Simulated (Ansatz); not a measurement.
## By hand: formation energy of the neutral Si_i in HfO2 (P2₁/c)

Consider the formation energy of the neutral Si_i in HfO2 (P2₁/c). Reaction: Si (diamond) + 32 HfO2 (P2₁/c) → cell A.

A: a supercell of 96 sites of HfO2 (P2₁/c) with Si off the lattice sites (4 O at 1.82–2.39 Å and 1 Hf at 2.44 Å); spin state with PBE: run without spin.

Setting: static, neutral cells in Ansatz (PAW) whose structures rest at the PBE level. Ansatz (a first-principles code) runs with its default PAW set. Other levels take these structures. The lattices are those relaxed with PBE, so at other levels the solids can be strained. Larger cells are relaxed from a start prepared with the learned potential CHGNet till forces fall under 0.03 eV/Å, which some starts already meet. A dispersion term (D3(BJ), or D4 for r2SCAN) was computed beside these levels and is taken off wherever the name lacks it. The PAW files were made for PBE and serve at the other functionals too. Space groups of crystals are read within 0.01 Å. The runs are scalar-relativistic, without spin-orbit coupling. Mesh and cell size may move defect energies by 0.1 eV or more. The value holds for the reservoirs listed; other chemical potentials shift it.

Total energies of the cells in eV, at zero smearing width. They compare only within one column; the weights balance every element.

```tsv
cell	atoms	weight	r2SCAN
A: HfO2:Si_i	97	+1	-540679.04895
Si (diamond)	2	−1/2	-1278.13039
HfO2 (P2₁/c)	96	−1	-540045.42358
```

r2SCAN: (-540679.04895) − 1/2 × (-1278.13039) − (-540045.42358) = 5.440 eV.

What follows from the r2SCAN value: With the reservoirs of the reaction as written, and without entropy terms or charged states, the share of sites that hold the defect in equilibrium is exp(−5.44 eV/k_BT) = 3.8×10^-28 at 1000 K.
